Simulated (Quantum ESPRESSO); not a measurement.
A self-consistent single point of CoSi₂ (Fm-3m, 3 atoms in the cell) with Quantum ESPRESSO.

Method of the run: PBE, PseudoDojo standard norm-conserving (PBE) pseudopotentials (plane waves; Quantum ESPRESSO).

```
CELL_PARAMETERS angstrom
     -2.59267     0.00000     2.59267
      0.00000     2.59267     2.59267
     -2.59267     2.59267     0.00000
ATOMIC_POSITIONS crystal
  Co 0.00000 0.00000 0.00000
  Si 0.75000 0.75000 0.75000
  Si 0.25000 0.25000 0.25000
```

Reference input (self-consistent single point, DFT, PBE, plane waves, PseudoDojo standard norm-conserving (PBE) pseudopotentials): ecutwfc = 100 Ry; occupations = smearing; smearing = cold; degauss = 0.0147 Ry; potentials = {Co: Co.upf, Si: Si.upf}; K_POINTS = automatic 9 9 9 0 0 0; conv_thr = 1e-09 Ry; mixing_beta = 0.4. This run's input differs from it in these lines:

```diff
@@ -13,3 +13,3 @@
     ntyp = 2,
-    ecutwfc = 100,
+    ecutwfc = 80,
     occupations = 'smearing',
```

The program printed (abridged):

```
     Self-consistent Calculation

     iteration #  1     ecut=    80.00 Ry     beta= 0.40

     total energy              =    -322.87566720 Ry
     estimated scf accuracy    <       0.51599783 Ry

     iteration #  2     ecut=    80.00 Ry     beta= 0.40

     total energy              =    -322.90251038 Ry
     estimated scf accuracy    <       1.63036799 Ry

     iteration #  3     ecut=    80.00 Ry     beta= 0.40

     total energy              =    -323.07374986 Ry
     estimated scf accuracy    <       0.02183203 Ry

   [... 6 blocks of this kind left out ...]

     iteration # 10     ecut=    80.00 Ry     beta= 0.40

     total energy              =    -323.07917497 Ry
     estimated scf accuracy    <       0.00000004 Ry

     iteration # 11     ecut=    80.00 Ry     beta= 0.40
     End of self-consistent calculation

     the Fermi energy is    14.6553 ev

!    total energy              =    -323.07917497 Ry
     estimated scf accuracy    <          5.6E-10 Ry
     smearing contrib. (-TS)   =       0.00009327 Ry
     internal energy E=F+TS    =    -323.07926824 Ry

     convergence has been achieved in  11 iterations

     Forces acting on atoms (cartesian axes, Ry/au):

     atom    1 type  1   force =    -0.00000000   -0.00000000    0.00000000
   [... zero for the other atoms too ...]

     Total force =     0.000000     Total SCF correction =     0.000000

          total   stress  (Ry/bohr**3)                   (kbar)     P=      191.95
   0.00130485   0.00000000   0.00000000          191.95        0.00        0.00
   0.00000000   0.00130485  -0.00000000            0.00      191.95       -0.00
   0.00000000  -0.00000000   0.00130485            0.00       -0.00      191.95

   JOB DONE.
```

The run converged in 11 iterations. Against the reference run the free energy goes up by 16.1 meV/atom and the pressure goes from 22.35 to 19.20 GPa.

The starting cell comes from a database of computed structures (which also holds hypothetical and non-ambient phases and stackings), without a prior relaxation at this level. Its lattice was rescaled by a random factor within 2.5 % of one. Spin polarisation is off.

Cost on one core of a shared machine: roughly 50 s.
